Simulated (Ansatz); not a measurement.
Candidates (primitive cells; geometry: cell and atoms relaxed with PBEsol):
A. InP (F-43m), a = b = c = 4.156 Å, α = β = γ = 60.00°
B. GaAs (F-43m), a = b = c = 4.001 Å, α = β = γ = 60.00°
C. GaP (F-43m), a = b = c = 3.8456 Å, α = β = γ = 60.00°

### Question
Order them by electron conductivity mass (lowest first) at the level PBE with spin-orbit coupling, rigid bands (Ansatz, an electronic-structure program).

### Answer
B (0.035 mₑ), A (0.064 mₑ), C (0.35 mₑ)

Masses are for dilute carriers at 300 K, harmonic means over directions unless an axis is named.
